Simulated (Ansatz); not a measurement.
W on the 1x1 (100) surface of monoclinic HfO2 (cut with top plane 2 O), one in a 1x1 cell, started at the site 'bridge O-O (span 5.3 Å)'

Host crystal: monoclinic HfO2, with a band gap (PBE, scalar-relativistic without spin-orbit coupling).

Level of theory: PBE (plane waves to 420 eV, PAW; Ansatz, a first-principles code).

Slab: 25 atoms, 9.3 Å thick at the start under the adsorbate (thin: gaps and levels are the slab's own); k 4x4x1, smearing 0.01 eV, dipole-corrected; 12 atoms held, the rest relaxed; no symmetry held; spin-polarised, ending with about 4.0 μB a cell; orders that need a larger cell were not tried, no spin-orbit, no U, no dispersion correction. At the end it is bonded to 4 Hf + 2 O. In PBE it is, or lies within 0.03 eV of, the lowest of the starts that converged.

The adsorption energy against an atom of bcc W comes out as 551 kJ/mol, the gap of the slab on its k-mesh comes out as 0.13 eV and the highest filled level below the top vacuum level is 4.13 eV. The change of the step from the bottom to the top vacuum level, against the clean slab is -0.27 eV and the energy released by relaxation is 2.18 eV. The height of the binding atom over the mean of the host atoms within 0.3 Å of the top one comes out as 0.739 Å, the magnetic moment of the cell is 4.00 μB and the nearest host atoms of the binding atom is O at 1.99 Å, O at 2.10 Å, Hf at 3.00 Å. The largest move of a host atom is 0.57 Å. The caution is the clean host was not checked against rearrangement in a larger or rattled cell. The note is in the relaxation the adsorbate left its starting site by 1.0 Å and the cost is about 80 core-minutes (a rough figure).

A negative adsorption energy means that the adsorbate is more stable on the surface than in its reference.
